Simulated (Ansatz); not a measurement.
# Ru: response to strain

The reference is Ru in the hcp (Mg type) structure (space group P6_3/mmc, No. 194; relaxed with 0.1 eV smearing).

```yaml
crystal:
  lattice:
    - [2.70429, 0.00000, 0.00000]
    - [-1.35214, 2.34198, 0.00000]
    - [0.00000, 0.00000, 4.26291]
  atoms:
    - { symbol: Ru, position: [0.66667, 0.33333, 0.75000] }
    - { symbol: Ru, position: [0.33333, 0.66667, 0.25000] }
```

Cartesian axes are those of the cell as printed.

Strains are applied to the cell and any free atomic positions relax; under biaxial strain the out-of-plane vector relaxes too.

Computed with Ansatz (a quantum-chemistry and plane-wave program) r2SCAN, scalar-relativistic without spin-orbit coupling.

Candidates:
(a) biaxial strain +3.00 %, plane normal [001], relaxed out of plane
(b) biaxial strain +1.50 %, plane normal [001], relaxed out of plane
(c) biaxial strain +2.00 %, plane normal [001], relaxed out of plane
(d) biaxial strain +0.50 %, plane normal [001], relaxed out of plane
(e) biaxial strain +2.50 %, plane normal [001], relaxed out of plane

Q: Order them by out-of-plane strain, lowest first.

A: (a) biaxial strain +3.00 %, plane normal [001], relaxed out of plane (-1.64 %), (e) biaxial strain +2.50 %, plane normal [001], relaxed out of plane (-1.36 %), (c) biaxial strain +2.00 %, plane normal [001], relaxed out of plane (-1.09 %), (b) biaxial strain +1.50 %, plane normal [001], relaxed out of plane (-0.82 %), (d) biaxial strain +0.50 %, plane normal [001], relaxed out of plane (-0.27 %)

No phonon test of stability was made. All final runs are without spin polarisation.
